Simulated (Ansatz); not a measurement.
**Co: uniaxial stress, 1 GPa compression along x**

Base system: Co in the hcp (Mg type) structure (space group P6_3/mmc, No. 194; a = 2.456 Å, c = 3.972 Å; ferromagnetic; relaxed with 0.1 eV smearing). Axes: x lies along a and z along c of the hexagonal cell.

Modification: uniaxial stress, 1 GPa compression along x; all other stress components relax to zero.

Calculations: PBEsol (Ansatz, an electronic-structure program, PAW, spin-orbit coupling left out). k-mesh 27×27×15 (Γ-centred); smearing 0.1 eV (Fermi–Dirac).

Volume per atom: 10.36 Å³ (base 10.38 Å³)
Space group: Cmcm (No. 63) (base P6_3/mmc (No. 194))
Energy relative to the base (free energy F): +0.1 meV/atom
Band gap: zero (base zero)
Magnetic state: ferromagnetic (base ferromagnetic)
Strain response (xx, yy, zz): (−0.31, +0.12, +0.05) %

Cost of the whole job for the changed cell (relaxation, final SCF and bands): about 9 core-minutes (a rough figure).

The magnetic state is the one reached from the starting moments; the real material's order can differ, and small cells can't hold many antiferromagnetic ones. Stability under load was not tested beyond the relaxation.
